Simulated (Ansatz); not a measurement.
**Hypothetical wurtzite GeSe, response to strain**

The parent structure is GeSe in the wurtzite structure (space group P6_3mc, No. 186; a hypothetical phase, not in the database extracts checked).

```yaml
crystal:
  lattice:
    - [4.79018, 0.00000, 0.00000]
    - [-2.39509, 4.14842, 0.00000]
    - [0.00000, 0.00000, 5.86250]
  atoms:
    - { symbol: Ge, position: [0.66667, 0.33333, 0.03471] }
    - { symbol: Ge, position: [0.33333, 0.66667, 0.53471] }
    - { symbol: Se, position: [0.66667, 0.33333, 0.59049] }
    - { symbol: Se, position: [0.33333, 0.66667, 0.09049] }
```

Strains are applied to the cell and any free atomic positions relax.

All numbers come from PBE (Ansatz, a program for electronic structure, PAW, no spin-orbit coupling), earlier PAW set.

Computed cases, in order: isotropic strain −5.48 %; isotropic strain −1.95 %; the unstrained base; isotropic strain +0.38 %; isotropic strain +2.18 %; isotropic strain +3.50 %; isotropic strain +3.72 %; isotropic strain +5.03 %.

Problem. Between which two neighbouring cases does the band gap open or close?

Solution. Between isotropic strain −5.48 % (zero) and isotropic strain −1.95 % (0.65 eV). The whole series: isotropic strain −5.48 %: zero; isotropic strain −1.95 %: 0.65 eV; the unstrained base: 0.92 eV; isotropic strain +0.38 %: 0.95 eV; isotropic strain +2.18 %: 1.04 eV; isotropic strain +3.50 %: 1.09 eV; isotropic strain +3.72 %: 1.10 eV; isotropic strain +5.03 %: 1.13 eV.

No phonon test of stability was made. The final runs are not spin-polarised. A zero or small gap of GeSe under isotropic strain −5.48 % can be the functional's error rather than a property of the material.
